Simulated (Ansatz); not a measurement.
**Response to strain in BaTiO3**

Start from BaTiO3 (space group P4mm, No. 99).

```
BaTiO3
1.0
    3.97275     0.00000     0.00000
    0.00000     3.97275     0.00000
    0.00000     0.00000     4.11229
Ti Ba O
1 1 3
Direct
  0.50000   0.50000   0.45228
  0.00000   0.00000   0.93419
  0.50000   0.50000   0.89527
  0.50000   0.00000   0.41213
  0.00000   0.50000   0.41213
```

Cartesian axes are those of the cell as printed.

Strains are applied to the cell and any free atomic positions relax; under biaxial strain the out-of-plane vector relaxes too; under stress the whole cell relaxes.

Method: DFT with r2SCAN, PAW potentials and a 500 eV plane-wave cutoff in Ansatz (a program for electronic structure), no SOC, earlier PAW set.

Notes on the quantities. energy relative to the base: free energy F.

```csv
change,smallest direct gap,energy relative to the base,width of the top valence band
base,2.70 eV,0 meV/atom,1.30 eV
"biaxial strain −4.36 %, plane normal [001], relaxed out of plane",3.20 eV,+41 meV/atom,1.98 eV
"biaxial strain −0.74 %, plane normal [001], relaxed out of plane",2.79 eV,+1.3 meV/atom,1.40 eV
"biaxial strain +2.06 %, plane normal [001], relaxed out of plane",2.48 eV,+9.5 meV/atom,1.08 eV
"biaxial strain +4.12 %, plane normal [001], relaxed out of plane",2.30 eV,+37 meV/atom,0.96 eV
isotropic strain +3.88 %,2.61 eV,+67 meV/atom,1.46 eV
"uniaxial stress, 3 GPa compression along x",2.75 eV,+1.6 meV/atom,–
"uniaxial stress, 1 GPa compression along z",2.64 eV,+0.4 meV/atom,1.22 eV
```

Beyond what the load breaks, stability against distortions was not tested. The final runs are not spin-polarised.
